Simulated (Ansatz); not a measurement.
# InAs, response to strain

Start from InAs in the zinc blende structure (space group F-43m, No. 216).

```yaml
crystal:
  lattice:
    - [0.00000, 3.04364, 3.04364]
    - [3.04364, 0.00000, 3.04364]
    - [3.04364, 3.04364, 0.00000]
  atoms:
    - { symbol: In, position: [0.00000, 0.00000, 0.00000] }
    - { symbol: As, position: [0.25000, 0.25000, 0.25000] }
```

Strains are applied to the cell and any free atomic positions relax.

Method: Ansatz (a first-principles code), PBEsol, PAW, cutoff 420 eV, no spin-orbit coupling.

Computed cases, in order: isotropic strain −3.00 %; isotropic strain −2.50 %; isotropic strain −2.00 %; isotropic strain −1.50 %; isotropic strain −1.00 %; isotropic strain −0.50 %; the unstrained base; isotropic strain +0.50 %; isotropic strain +1.00 %; isotropic strain +1.50 %; isotropic strain +2.00 %; isotropic strain +2.50 %; isotropic strain +3.00 %.

**Question.** Between which two neighbouring cases does the band gap open or close?

**Answer.** Between isotropic strain −3.00 % (0.07 eV) and isotropic strain −2.50 % (zero). The whole series: isotropic strain −3.00 %: 0.07 eV; isotropic strain −2.50 %: zero; isotropic strain −2.00 %: zero; isotropic strain −1.50 %: zero; isotropic strain −1.00 %: zero; isotropic strain −0.50 %: zero; the unstrained base: zero; isotropic strain +0.50 %: zero; isotropic strain +1.00 %: zero; isotropic strain +1.50 %: zero; isotropic strain +2.00 %: zero; isotropic strain +2.50 %: zero; isotropic strain +3.00 %: zero.

The mesh was chosen for an insulator and is coarse for the gapless case. No phonon test of stability was made. All final runs are without spin polarisation. The zero or small gap of InAs can change with the level of theory.
